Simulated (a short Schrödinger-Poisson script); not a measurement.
System: gated Al0.33Ga0.67N/GaN polarisation-induced gas, at 300 K.

| layer | material | thickness (nm) | Na (cm⁻³) |
|---|---|---|---|
| 1 | Al0.33Ga0.67N | 20 | - |
| 2 | GaN | 6000 | 1e15 |

The device is made up for the run: typed textbook-type constants, with dimensions and the other settings drawn at random. Al0.33Ga0.67N: permittivity 9.3, conduction-band edge (eV) 0.462, gap (eV) 4.09, electron mass (mₑ) 0.24, Nv at 300 K (cm⁻³) 4.6e19. GaN: permittivity 9.5, conduction-band edge (eV) 0, gap (eV) 3.43, Nv at 300 K (cm⁻³) 4.6e19.

Channel valleys (confinement mass, in-plane density-of-states mass, number): Γ 0.2, 0.2, 1. At the gate the conduction-band edge of layer 1 lies 1.27 eV − eVg above the Fermi level of the channel; the field vanishes at the back. Sheet of polarisation charge: +1.6e13 e/cm² at 20 nm from the gate. The barrier under the gate holds no holes. Gaps are held at their typed values at every temperature. Mesh 0.08 nm at interfaces.

Solved with a short Schrödinger-Poisson script written for these runs: 1D Poisson equation in equilibrium, electrons quantum, Hartree (BenDaniel-Duke, 40 states a valley, the channel's in-plane mass for all, wave functions free to enter the barrier), parabolic valleys, classical holes, full ionisation, no traps, pinning or gate leakage.

Q: List the lowest subbands of each valley and their electrons at Vg = 0.5 V.

A: 
```
valley  subband  energy from the Fermi level (meV)  electrons (cm⁻²)  share (%)
------  -------  ---------------------------------  ----------------  ---------
Γ             0                             -143.8           1.20e13       86.2
Γ             1                                0.6           1.47e12       10.6
Γ             2                               52.0           2.71e11        1.9
```

All electrons: 1.39e13 cm⁻².
